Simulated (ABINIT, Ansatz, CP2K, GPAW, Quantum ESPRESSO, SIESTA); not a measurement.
## Code comparison for SnTe (Fm-3m, 2 atoms in the cell)

Self-consistent single point.

```
CELL_PARAMETERS angstrom
      0.00000     3.12401     3.12401
      3.12401     0.00000     3.12401
      3.12401     3.12401     0.00000
ATOMIC_POSITIONS crystal
  Sn 0.00000 0.00000 0.00000
  Te 0.50000 0.50000 0.50000
```

Shared settings, as Ansatz (a program for electronic structure) writes them: kpoints.mp_grid.grid = 6 6 6; scf.occupations.method = gaussian; scf.occupations.width = 0.01 Ry. Potentials and cutoffs stand in the table.

```json
[
 {"code": "Quantum ESPRESSO", "model": "PBEsol, SSSP 1.1.2 efficiency (PBE) pseudopotentials", "pressure (GPa)": "0.91", "cutoff": "40 Ry"},
 {"code": "CP2K", "model": "PBEsol, GPW, DZVP-MOLOPT-SR-GTH basis, GTH-PBE potentials (GTH_POTENTIALS)", "pressure (GPa)": "3.42", "cutoff": "grid 400 Ry"},
 {"code": "ABINIT", "model": "PBEsol, norm-conserving pseudopotentials (PseudoDojo nc-sr-04 PBEsol standard)", "pressure (GPa)": "0.88", "cutoff": "41 Ha"},
 {"code": "GPAW", "model": "PBEsol, GPAW PAW datasets PBEsol (made by gpaw-setup)", "pressure (GPa)": "0.65", "cutoff": "600 eV"},
 {"code": "Ansatz", "model": "PBEsol, PAW files made with PBE", "pressure (GPa)": "0.93", "cutoff": "30.9 Ry"},
 {"code": "SIESTA", "model": "GGA PBEsol, numerical atomic orbitals DZP, PseudoDojo PBEsol standard norm-conserving potentials (rewritten from UPF to PSML)", "pressure (GPa)": "2.07", "cutoff": "grid 400 Ry"}
]
```

On Ansatz's run: spin-orbit coupling is off.

The spread over the programs that give each value: pressure within 2.77 GPa.

CP2K and SIESTA use small atom-centred bases, whose incompleteness enters pressures, forces and empty levels differently from a plane-wave cutoff. Ansatz's pressure is given at a fixed set of plane waves, as the other plane-wave codes print theirs. In the pressure, CP2K (by 2.52) and SIESTA (by 1.17) lie more than 1 GPa from the median of the plane-wave programs.

The starting cell comes from a database of computed structures (which also holds hypothetical and non-ambient phases and stackings), without a prior relaxation at this level. Its lattice was rescaled by a random factor within 2.5 % of one.

Left out of this page: Elk and FLEUR (not drawn, or without a comparable value).

Keys are those of Ansatz 0.2.
